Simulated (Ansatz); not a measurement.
BN (R3m): band-edge transport data

```yaml
crystal:
  lattice:
    - [0.07189, 1.86831, 1.86831]
    - [1.86831, 0.07189, 1.86831]
    - [1.86831, 1.86831, 0.07189]
  atoms:
    - { symbol: B, position: [0.99937, 0.99937, 0.99937] }
    - { symbol: N, position: [0.25063, 0.25063, 0.25063] }
```

Computed with r2SCAN, rigid bands (plane waves, PAW, scalar-relativistic; Ansatz, a program for electronic structure). Condition of this run: uniaxial stress along [111] of -45 GPa (compression positive) (the target of the relaxation). How the cell was made: cell and atoms relaxed with PBEsol, then loaded as said.

```
Quantity                                                                                                                                                       Value
---------------------------------------------------------------------------------------------------------------------------------------  ---------------------------
band gap                                                                                                                                                     4.82 eV
electron conductivity mass (300 K, dilute)                                                                                                                   0.39 mₑ
hole conductivity mass (300 K, dilute)                                                                                                                       0.69 mₑ
effective density of states N_c (300 K)                                                                                                                  2.2e19 cm⁻³
effective density of states N_v (300 K)                                                                                                                  4.9e19 cm⁻³
density-of-states mass, electrons                                                                                                                            0.91 mₑ
density-of-states mass, holes                                                                                                                                1.57 mₑ
Seebeck coefficient, n-type 1e19 cm⁻³, 300 K                                                                                                               -285 μV/K
best n-type power factor at 300 K for τ = 10 fs (best axis; densities from 1e16 to 1e21 cm⁻³ tried, whether or not they can be reached)  9.3 μW/(cm·K²) at 1e20 cm⁻³
Seebeck coefficient, p-type 1e19 cm⁻³, 300 K                                                                                                                354 μV/K
```

Rigid bands; masses and Seebeck coefficients take one relaxation time τ for all states and one kind of carrier; polarons and phonon drag are left out. Spin-orbit coupling is left out. Geometry: cell and atoms relaxed with PBEsol.
